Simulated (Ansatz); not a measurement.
# SiC with two functionals, biaxial strain −0.49 %, plane normal [001], relaxed out of plane

The parent structure is SiC (space group P6_3mc, No. 186; a = 3.0950 Å, c = 15.1865 Å). Axes: x lies along a and z along c of the hexagonal cell.

(Cell as relaxed with PBE.)

Levels (all Ansatz, a first-principles code, PAW, earlier PAW set): PBE (420 eV, no spin-orbit coupling); r2SCAN (500 eV, spin-orbit coupling left out).

Each level relaxes its own structure.

```
base                      PBE    r2SCAN
-------------------  --------  --------
volume per atom      10.50 Å³  10.33 Å³
lattice parameter a  309.5 pm  307.9 pm
```

It is then changed as follows: compressive biaxial strain of 0.49 % in the plane normal to [001], as in epitaxy on a mismatched substrate; the out-of-plane cell vector and the atoms relax.

```json
[
 {"quantity": "pressure (mean of the normal stresses, compression positive)", "PBE": "1.93 GPa", "r2SCAN": "…"},
 {"quantity": "shortest interatomic distance", "PBE": "188.7 pm", "r2SCAN": "…"},
 {"quantity": "out-of-plane strain", "PBE": "+0.10 %", "r2SCAN": "…"}
]
```

Q: Given the PBE results, estimate those of r2SCAN.

A: 
- pressure (mean of the normal stresses, compression positive), r2SCAN: 2.08 GPa
- shortest interatomic distance, r2SCAN: 187.7 pm
- out-of-plane strain, r2SCAN: +0.09 %

PBE's pressure lies 0.15 GPa below r2SCAN's; PBE's shortest interatomic distance lies 1.0 pm above r2SCAN's (0.5 %). Neither level is exact; r2SCAN is the comparison here, not a measurement.

No phonon test of stability was made.
